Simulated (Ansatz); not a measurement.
The reference is ZnSiP₂ in the chalcopyrite structure (space group I-42d, No. 122).

```
CELL_PARAMETERS angstrom
     -2.65320     2.65320     5.18990
      2.65320    -2.65320     5.18990
      2.65320     2.65320    -5.18990
ATOMIC_POSITIONS crystal
  Zn 0.00000 0.00000 0.00000
  Zn 0.75000 0.25000 0.50000
  Si 0.50000 0.50000 0.00000
  Si 0.25000 0.75000 0.50000
  P  0.87500 0.86208 0.48708
  P  0.13792 0.62500 0.01292
  P  0.37500 0.38792 0.51292
  P  0.61208 0.12500 0.98708
```

Cartesian axes are those of the cell as printed.

Level of theory: LDA (Ansatz, a first-principles code, PAW, scalar-relativistic without spin-orbit coupling).

Base values:

```
Quantity                        Result
-----------------------------  -------
Shortest interatomic distance  2.242 Å
Band gap                       1.11 eV
```

Now apply this change: biaxial strain +3.00 %, plane normal [001], relaxed out of plane (Cartesian); in-plane vectors clamped, the third vector and the atoms free.

Q: Estimate the effect on the in-plane stress, shortest interatomic distance, out-of-plane strain and band gap.

A: The mean in-plane stress (compression positive) is -4.1 GPa; the shortest interatomic distance grows by 0.016 Å to 2.258 Å; the out-of-plane strain comes out as -2.97 %; the band gap shrinks by 0.32 eV (1.11 eV → 0.79 eV).

No phonon test of stability was made.
